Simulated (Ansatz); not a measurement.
BN: biaxial strain +0.83 %, plane normal [111], relaxed out of plane

Base system: BN in the zinc blende structure (space group F-43m, No. 216; a = 3.5805 Å). Axes: x, y, z lie along the cube axes.

The change: tensile biaxial strain of 0.83 % in the plane normal to [111], as in epitaxy on a mismatched substrate; the out-of-plane cell vector and the atoms relax.

Computed with LDA, PAW, 420 eV (Ansatz, a first-principles code; no spin-orbit coupling). k-mesh 16×16×16 (Γ-centred); smearing 0.05 eV (Fermi–Dirac).

| quantity | base | changed | shift |
|---|---|---|---|
| volume per atom | 5.74 Å³ | 5.83 Å³ | +0.09 Å³ |
| space group | F-43m (No. 216) | R3m (No. 160) | – |
| shortest interatomic distance | 1.550 Å | 1.549 Å | -0.001 Å |
| energy relative to the base (free energy F) | 0 meV/atom | +2.7 meV/atom | +2.7 meV/atom |
| pressure (mean of the normal stresses, compression positive) | -0.1 kbar | -59.0 kbar | -58.9 kbar |
| band gap | 4.39 eV | 4.34 eV | -0.05 eV |
| gap character | – | indirect, Γ → F | – |
| hole mass | – | 0.25 mₑ out of plane, 1.2 mₑ in plane (at Γ) | – |
| valence-band top at Γ (three highest levels, from the VBM) | 0.00, 0.00, 0.00 eV | 0.00, -0.05, -0.05 eV | – |
| out-of-plane strain | – | -0.14 % | – |
| ratio −ε⊥/ε∥ | – | 0.16 | – |
| mean in-plane stress (compression positive) | – | -8.8 GPa | – |

Masses are band curvatures over ±0.01 Å⁻¹ around the edge. No phonon test of stability was made. Labels are those of the standard path for the cell's own space group.
